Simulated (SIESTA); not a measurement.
Band structure of NbC (P6_3/mmc, 4 atoms in the cell).

```xyz
4
Lattice="3.6890 0.0000 0.0000 -1.8445 3.1947 0.0000 0.0000 0.0000 4.4399" Properties=species:S:1:pos:R:3 pbc="T T T"
Nb     0.0000     2.1298     1.1100
Nb     1.8445     1.0649     3.3300
C      0.0000     2.1298     3.3300
C      1.8445     1.0649     1.1100
```

Method of the run: GGA PBEsol, numerical atomic orbitals TZP, PseudoDojo PBEsol standard norm-conserving potentials (rewritten from UPF to PSML) (SIESTA 5.4.2).

Settings: XC.functional = GGA; XC.authors = PBEsol; potentials = PseudoDojo PBEsol standard; PAO.BasisSize = TZP; PAO.EnergyShift = 0.01 Ry; MeshCutoff = 400 Ry; kgrid.MonkhorstPack = 8 8 6; OccupationFunction = FD; ElectronicTemperature = 0.136 eV; MaxSCFIterations = 150; SCF.Mixer.Method = Pulay; SCF.Mixer.Weight = 0.1; SCF.Mixer.History = 8; SCF.DM.Tolerance = 1.0E-04.

The starting cell comes from a database of computed structures (which also holds hypothetical and non-ambient phases and stackings), without a prior relaxation at this level. Its lattice was rescaled by a random factor within 2.5 % of one. Spin polarisation is off. Values carry the incompleteness of an atom-centred basis.

Levels in eV from the Fermi level, bands 14 to 19:
| point | 14 | 15 | 16 | 17 | 18 | 19 |
|---|---|---|---|---|---|---|
| Γ | -4.29 | -2.93 | -1.11 | -1.11 | 0.40 | 0.47 |
| M | -3.02 | -2.62 | -2.11 | -1.68 | -0.09 | 1.85 |
| K | -3.19 | -3.19 | -3.17 | -1.36 | -0.61 | 1.05 |
| A | -4.97 | -4.80 | -4.80 | 1.78 | 1.78 | 1.78 |
| L | -4.04 | -3.19 | -3.19 | 0.70 | 0.70 | 1.20 |
| H | -3.71 | -3.56 | -3.56 | -0.70 | -0.70 | 2.51 |

Bands cross the Fermi level along this path, so the cell is metallic at this level.

Higher empty bands are left out: an atom-centred basis made for the valence describes them poorly.
